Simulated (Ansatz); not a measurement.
Results of r²SCAN+SOC in Ansatz (plane waves, PAW) for LaTiO₂N (P1, No. 1, 20 atoms in the cell; start mp-754453).

Run with plane-wave cutoff 560 eV, 6×6×4 k mesh (along the axes of the cell as run), Fermi–Dirac smearing 0.01 eV, PAW data made under PBE.

Cell (relaxed with PBEsol):

```xyz
20
Lattice="5.5662 -0.0411 0.0078 -0.0787 5.5554 -0.0013 0.0055 -0.0068 7.7989" Properties=species:S:1:pos:R:3 pbc="T T T"
La     2.7099     5.5563     6.0183
La     2.7175     5.5720     1.8792
La    -0.0159     2.7817     1.8894
La    -0.0038     2.7876     5.9957
Ti     2.7990     2.8137     0.0307
Ti     2.7790     2.7796     4.0046
Ti     5.4554     5.4820     0.0609
Ti    -0.0624     5.5598     3.9130
N      1.3474     4.1775     7.7386
N      3.0252     2.9799     5.7924
N      4.1309     1.3094     7.8207
N      4.1426     4.1171     0.4015
O      1.2519     4.0966     3.8781
O      1.3237     1.3878    -0.4058
O      1.4050     1.2959     4.2822
O      2.3932     2.4476     1.9548
O      4.0786     4.1827     3.4461
O      4.2212     1.3878     3.7887
O     -0.3089    -0.2624     5.7705
O      0.3241     0.2669     1.9781
```

Problem. Predict the band gap and Γ–Γ gap.

Solution. 
band gap: 0.65 eV (on the SCF k mesh)
Γ–Γ gap: 0.68 eV

Note: cell and atoms aren't relaxed at this level (largest force component 0.22 eV/Å, pressure 4.1 GPa).

Static lattice: no zero-point or thermal effects.

A start named mp-… is a Materials Project structure, which need not be a measured phase.

Ansatz is an electronic-structure program.
